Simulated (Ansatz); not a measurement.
Antifluorite K2Te, treated with BLYP (plane waves, PAW; Ansatz, a program for electronic structure).

Numerical settings: plane-wave cutoff 520 eV, 8×8×8 k mesh, Fermi–Dirac smearing 0.01 eV, scalar-relativistic PAW data made under PBE.

On both sides of the equilibrium volume: at 47.660 Å³/atom the pressure is 0.25 GPa and the direct gap at Γ 2.154 eV; at 49.606 Å³/atom they are -0.23 GPa and 2.052 eV. The fitted bulk modulus is 11.8 GPa.

Question: Work out the volume deformation potential of this gap and its pressure coefficient, in two ways.

Answer: a_V = dE_g/d ln V = (2.052 − 2.154)/ln(49.606/47.660) = -2.55 eV. Since dP = −B d ln V, dE_g/dP = −a_V/B = 216 meV/GPa. Straight from the pressures: (2.154 − 2.052)/(0.25 − (-0.23)) = 212 meV/GPa. At this level and over this range the gap at Γ widens under pressure.

Spin–orbit coupling is not included; with these elements it can move the gap by several tenths of an eV or more.

Note: the relaxation could not lower the start's symmetry, so the cell can be a saddle point above a distorted one; the volume lies 8 % above that of the published cell.
